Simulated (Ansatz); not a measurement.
# SrTaNO2 (Pm, No. 6, 15 atoms in the cell; start mp-754505)

The numbers are results of dielectric-dependent PBEsol hybrid (plane waves, PAW; Ansatz, a program for electronic structure), not measurements.

Settings: plane-wave cutoff 460 eV, 4×6×2 k mesh (along the axes of the cell as run), Fermi–Dirac smearing 0.01 eV, scalar-relativistic PAW data made under PBE.

Cell (relaxed with PBEsol):

```
CELL_PARAMETERS angstrom
      5.74769     0.00000     0.02118
      0.00000     3.96532     0.00000
     -2.78565     0.00000     8.60753
ATOMIC_POSITIONS crystal
  Sr 0.84996 0.50000 0.67577
  Sr 0.52204 0.50000 0.00393
  Sr 0.17495 0.50000 0.33329
  Ta 0.33771 0.00000 0.65903
  Ta 0.02109 0.00000 0.00904
  Ta 0.68003 0.00000 0.34451
  N  0.00703 0.00000 0.49521
  N  0.50950 0.00000 0.50482
  N  0.32893 0.00000 0.16108
  O  0.32675 0.50000 0.68271
  O  0.97377 0.50000 0.98866
  O  0.66974 0.50000 0.31896
  O  0.64157 0.00000 0.84159
  O  0.13030 0.00000 0.82278
  O  0.82666 0.00000 0.15861
```

- band gap: 1.93 eV (on the SCF k mesh)
- smallest direct gap on the k points sampled: 2.00 eV

Note: cell and atoms aren't relaxed at this level (pressure -2.1 GPa).

Spin–orbit coupling is not included.

Computed values are for the static lattice.

A start named mp-… is a Materials Project structure, which need not be a measured phase.
